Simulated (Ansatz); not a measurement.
Base system: Sn (space group I4_1/amd, No. 141; a = 5.833 Å, c = 3.158 Å).

Perturbation: full substitution Sn → V, then cell and atoms are relaxed.

Levels (all Ansatz, a quantum-chemistry and plane-wave program, PAW, earlier PAW set): PBEsol (420 eV, no spin-orbit coupling); r2SCAN (500 eV, scalar-relativistic without spin-orbit coupling).

The geometry is relaxed with PBEsol.

```
Quantity          Result
---------------  -------
PBEsol pressure  0.0 GPa
```

Task: What does r2SCAN give at this geometry for the pressure?

Result: The pressure goes from zero to 4.3 GPa.

Single points use the geometry relaxed with PBEsol. Their cutoffs differ, which shifts pressures a little. No phonon test of stability was made. As relaxed here, V is a hypothetical phase, not in the database extracts checked. Starting moments died away, wholly or in part, for Sn → V; another magnetic solution may exist. All final runs are without spin polarisation.
